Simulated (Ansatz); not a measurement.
Start from MoTe2 in the 2H-MoS2 type structure (space group P6_3/mmc, No. 194; a = 3.497 Å, c = 13.696 Å; layered, stacked along the Cartesian z axis).

Computed with Ansatz (an electronic-structure program) PBE-D3(BJ), scalar-relativistic without spin-orbit coupling.

Before the change:

The density is 8.04 g/cm³ and the band gap is 0.60 eV. The gap character is indirect, Γ → K–Γ (44 % along).

One thing is altered: a hydrostatic pressure of 0.9 GPa.

Problem. How does this affect the density, band gap and gap character?

Solution. The density increases by 0.15 g/cm³ (8.04 g/cm³ → 8.19 g/cm³); the band gap decreases by 0.085 eV to 0.52 eV; the gap character changes from indirect, Γ → K–Γ (44 % along) to indirect, K–Γ (81 % along) → K–Γ (44 % along).

Spin-orbit coupling, missing from the scalar runs, can matter with Te. Load acts through the strain it causes; cell and atoms are relaxed under it. Stability against distortions was not tested. The D3 term's C6 switches between coordination references near this geometry, which can add small steps to energies.
